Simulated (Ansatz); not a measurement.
This concerns the formation energy of Cl_i in Nb (bcc, Im-3m). Reaction: 64 Nb (bcc) + 1/2 Cl2 (gas) → cell A.

Cell A: a supercell of 64 sites of Nb (bcc, Im-3m) with Cl off the lattice sites (6 Nb at 2.25–2.41 Å); spin state with PBE: run without spin, k-point mesh 4×4×4.
```
CELL_PARAMETERS angstrom
     11.47126     0.00000     0.00000
     -3.82375    10.81521     0.00000
     -3.82375    -5.40761     9.36625
ATOMIC_POSITIONS crystal
  Nb 0.00167 0.00024 0.00024
  Nb 0.00000 0.99855 0.25145
  Nb 0.00000 0.00040 0.50040
  Nb 0.99887 0.00007 0.74881
  Nb 0.00000 0.25145 0.99855
  Nb 0.99833 0.24976 0.24976
  Nb 0.00113 0.24993 0.50119
  Nb 0.00000 0.24960 0.74960
  Nb 0.00000 0.50040 0.00040
  Nb 0.00113 0.50119 0.24993
  Nb 0.99833 0.49857 0.49857
  Nb 0.00000 0.49855 0.75145
  Nb 0.99887 0.74881 0.00007
  Nb 0.00000 0.74960 0.24960
  Nb 0.00000 0.75145 0.49855
  Nb 0.00167 0.75143 0.75143
  Nb 0.24635 0.99817 0.99817
  Nb 0.24709 0.99499 0.24789
  Nb 0.24709 0.99855 0.49855
  Nb 0.24709 0.00211 0.74920
  Nb 0.24709 0.24789 0.99499
  Nb 0.24045 0.23819 0.23819
  Nb 0.24830 0.24620 0.49790
  Nb 0.24874 0.24993 0.74881
  Nb 0.24709 0.49855 0.99855
  Nb 0.24830 0.49790 0.24620
  Nb 0.24260 0.49630 0.49630
  Nb 0.24830 0.50039 0.75210
  Nb 0.24709 0.74920 0.00211
  Nb 0.24874 0.74881 0.24993
  Nb 0.24830 0.75210 0.50039
  Nb 0.24045 0.75225 0.75225
  Nb 0.50000 0.01008 0.01008
  Nb 0.50000 0.99817 0.25183
  Nb 0.50000 0.00024 0.49857
  Nb 0.50000 0.01181 0.75225
  Nb 0.50000 0.25183 0.99817
  Nb 0.50000 0.23992 0.23992
  Nb 0.50000 0.23819 0.49775
  Nb 0.50000 0.24976 0.75143
  Nb 0.50000 0.49857 0.00024
  Nb 0.50000 0.49775 0.23819
  Nb 0.50000 0.45540 0.45540
  Nb 0.50000 0.49630 0.75370
  Nb 0.50000 0.75225 0.01181
  Nb 0.50000 0.75143 0.24976
  Nb 0.50000 0.75370 0.49630
  Nb 0.50000 0.79460 0.79460
  Nb 0.75955 0.01181 0.01181
  Nb 0.75291 0.00211 0.25501
  Nb 0.75126 0.00007 0.50119
  Nb 0.75170 0.00380 0.75210
  Nb 0.75291 0.25501 0.00211
  Nb 0.75365 0.25183 0.25183
  Nb 0.75291 0.24789 0.50080
  Nb 0.75291 0.25145 0.75145
  Nb 0.75126 0.50119 0.00007
  Nb 0.75291 0.50080 0.24789
  Nb 0.75955 0.49775 0.49775
  Nb 0.75170 0.49790 0.74961
  Nb 0.75170 0.75210 0.00380
  Nb 0.75291 0.75145 0.25145
  Nb 0.75170 0.74961 0.49790
  Nb 0.75740 0.75370 0.75370
  Cl 0.50000 0.62500 0.62500
```

Reference: Nb (bcc, Im-3m), 64 atoms in the cell, the relaxed perfect crystal repeated, atoms not moved again; spin state with PBE: run without spin, k-point mesh 4×4×4 on the run's own vectors.

Reference: an isolated Cl2 molecule (singlet) in a box of 11 × 11 × 14 Å.

All numbers come from Ansatz (a first-principles code), plane waves with PAW, its PAW set soft_1, cutoff 420 eV, 500 eV for r2SCAN. The structures are at rest with PBE, within the held lattices; other levels are single points on them. Neutral cells; Fermi-Dirac smearing of at most 0.10 eV in the solids, energies taken to zero width. The lattices are those relaxed with PBE, so at other levels the solids can be strained, which adds to the spread. Larger cells are relaxed from a start prepared with the learned potential CHGNet, on a coarser mesh till forces fall under 0.03 eV/Å, which some starts already meet. A dispersion term (D3(BJ), or D4 for r2SCAN) was computed beside these levels and is taken off wherever the name lacks it. Space groups of crystals are read within 0.01 Å. No zero-point or thermal terms. The structures are the rest points that the relaxations reached, not proven lowest. No Hubbard U is applied. Values are for these cell sizes. Mesh and cell size may move defect energies by 0.1 eV or more. Cell A has symmetry I4/mmm within 0.02 Å and got no random move, so less symmetric positions, which may lie lower, weren't tried.

Give the value at the level r2SCAN.

0.49 eV, for 64 Nb (bcc) + 1/2 Cl2 (gas) → cell A.

What do the other levels give, and how wide is the spread?


```json
[
 {"Functional": "PBE", "value (eV)": "1.09", "less r2SCAN": "0.60"}
]
```

The levels shown span 0.60 eV, from r2SCAN (0.49) to PBE (1.09).
